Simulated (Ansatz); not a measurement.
Reference: BN (F-43m), r2SCAN, rigid bands (plane waves, PAW, scalar-relativistic; Ansatz, a quantum-chemistry and plane-wave program); axes and stresses refer to this cell.

```yaml
crystal:
  lattice:
    - [0.00000, 1.80284, 1.80284]
    - [1.80284, 0.00000, 1.80284]
    - [1.80284, 1.80284, 0.00000]
  atoms:
    - { symbol: B, position: [0.00000, 0.00000, 0.00000] }
    - { symbol: N, position: [0.25000, 0.25000, 0.25000] }
```

* **Seebeck coefficient, p-type 1e19 cm⁻³**: 395 μV/K
* **Seebeck coefficient, n-type 1e19 cm⁻³**: -281 μV/K
* **hole conductivity mass**: 0.68 mₑ

### Question
After one change the values are Seebeck coefficient, p-type 1e19 cm⁻³ 238 μV/K; Seebeck coefficient, n-type 1e19 cm⁻³ -201 μV/K; hole conductivity mass 0.60 mₑ. What was changed between the two runs?
(A) uniaxial stress along [110] of -63 GPa (compression positive)
(B) uniaxial stress along [110] of 9 GPa (compression positive)
(C) biaxial stress in (110) of 18 GPa (compression positive)
(D) biaxial stress in (111) of -18 GPa (compression positive)

### Answer
A, uniaxial stress along [110] of -63 GPa (compression positive)

Masses are for dilute carriers at 300 K, harmonic means over directions unless an axis is named. Seebeck coefficients are for the stated density at 300 K, with one relaxation time for all states and whether or not that doping can be reached. Spin-orbit coupling is left out unless a row names it. Stresses and pressures are the targets of the relaxation.  The structure type is held under load, also where the real crystal would transform.
